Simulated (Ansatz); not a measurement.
## Pressure series in MoS2

Take MoS$_{2}$ in the 2H-MoS2 type structure (space group P6_3/mmc, No. 194; a = 3.1730 Å, c = 12.4366 Å; layered, stacked along the Cartesian z axis) as the base.

Cell and atoms are relaxed at each pressure.

The values are results of Ansatz (a program for electronic structure) r2SCAN+rVV10, no spin-orbit coupling, not measurements.

**Question.** Only one of these has no band gap. Which?
(A) pressure 15 GPa
(B) pressure 9 GPa
(C) pressure 30 GPa
(D) pressure 4.5 GPa

**Answer.** C, pressure 30 GPa. Computed: pressure 4.5 GPa: 0.72 eV; pressure 30 GPa: zero; pressure 15 GPa: 0.35 eV; pressure 9 GPa: 0.54 eV

A case with no gap was solved on a k-mesh chosen for an insulator, which is coarse for it. Load acts through the strain it causes; cell and atoms are relaxed under it. Whether these cells are dynamically stable was not tested. No other phases were tried under pressure. All final runs are without spin polarisation. A zero or small gap of MoS2 under pressure 30 GPa can be the functional's error rather than a property of the material.
